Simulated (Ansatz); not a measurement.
# Co3C: biaxial strain +1.72 %, plane normal [001], relaxed out of plane

The parent structure is Co$_{3}$C (space group Pnma, No. 62; a = 4.873 Å, b = 6.600 Å, c = 4.362 Å; ferromagnetic; a cell from a computed database, its experimental status unchecked). Axes: x, y, z lie along a, b, c of the conventional cell.

Now apply this change: tensile biaxial strain of 1.72 % in the plane normal to [001], as in epitaxy on a mismatched substrate; the out-of-plane cell vector and the atoms relax.

All numbers come from DFT with PBEsol, PAW potentials and a 420 eV plane-wave cutoff in Ansatz (a program for electronic structure), no spin-orbit coupling. Γ-centred 8×6×9 mesh, Fermi–Dirac width 0.05 eV.

The volume per atom increases by 0.157 Å³ (8.77 Å³ → 8.92 Å³) and the space group stays Pnma (No. 62). The shortest interatomic distance shrinks by 0.0035 Å to 1.901 Å and the band gap is still zero. The magnetic state remains ferromagnetic and the largest site moment stays essentially unchanged (0.99 μB against 0.98 μB). The out-of-plane strain is -1.62 % (rough).

Other magnetic orders, which the real material may have, were not ruled out. Without a gap, meshes like the base's 8×6×9 leave anisotropic stresses uncertain by several tenths of a GPa, and small strain energies with them. Stability against distortions was not tested.
